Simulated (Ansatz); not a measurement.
The parent structure is a 12-atom supercell of Al₂Cu (space group I4/mcm, No. 140; a = 6.006 Å, c = 4.791 Å) at its relaxed geometry.

All numbers come from r2SCAN (Ansatz, a program for electronic structure, PAW, no SOC), earlier PAW set.

Before the change:

- Mean distance from the defect site to its nearest host atoms = 2.40 Å
- Pressure = 0.1 GPa

One thing is altered: one Cu atom is replaced by Pt, atoms relaxed at fixed cell, starting from a slightly rattled geometry.

Problem. How does this affect the mean distance from the defect site to its nearest host atoms, largest displacement of a host atom from its site in the perfect cell and pressure?

Solution. The mean distance from the defect site to its nearest host atoms rises by 0.086 Å, from 2.40 Å to 2.48 Å; the largest displacement of a host atom from its site in the perfect cell amounts to 0.09 Å; the pressure goes up by 3.8 GPa (0.1 GPa → 3.9 GPa).

The cell is small, so the values are those of an ordered compound at a high defect concentration; dilute-limit values will differ. The final runs are not spin-polarised. The defect cell is not spin-polarised.
